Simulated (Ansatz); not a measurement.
The starting structures come from a database of crystals and need not be the phases stable at ambient conditions.

 Where the default PAW files enter, the runs use the earlier of Ansatz's two default sets.

Tunnelling through a barrier is set by its complex band structure: the current falls as exp(−2κd) with the smallest κ.

Consider the following.

```
Ge3N4
1.0
    5.75968     0.00000     0.00000
    0.00000     5.75968     0.00000
    2.87984    -2.87984     4.15583
Ge N
6 8
Cartesian
  2.87984   4.31976   1.03896
  7.19960   0.00000   3.11687
  2.87984   1.43992   1.03896
  4.31976   0.00000   3.11687
  0.00000   0.00000   0.00000
  5.75968   2.87984   2.07791
  4.22576   2.87984   0.97113
  2.87984   1.34592   3.04905
  1.53392   2.87984   0.97113
  2.87984  -1.34592   3.04905
  5.75968   1.34592   3.18469
  4.22576   0.00000   1.10678
  5.75968  -1.34592   3.18469
  1.53392   0.00000   1.10678
```

Space group of this cell: I4_1/amd. The cell is strained (lengths across the current scaled by 0.98, ions clamped); by PBEsol its mean pressure is 2.9 GPa.

Transport runs along the normal of the first two printed cell vectors, the (001) (indices of the unstrained crystal) plane of the conventional cell.

The gap is the functional's own. No spin-orbit coupling. Mid-gap values are interpolated on the energy grid.

Question: Predict the band gap and the smallest decay constant κ at mid-gap from PBEsol (Ansatz, a first-principles code).

Answer: Gap 2.10 eV on a 8×8×8 mesh; κ = 0.198 1/Å, at the zone centre.
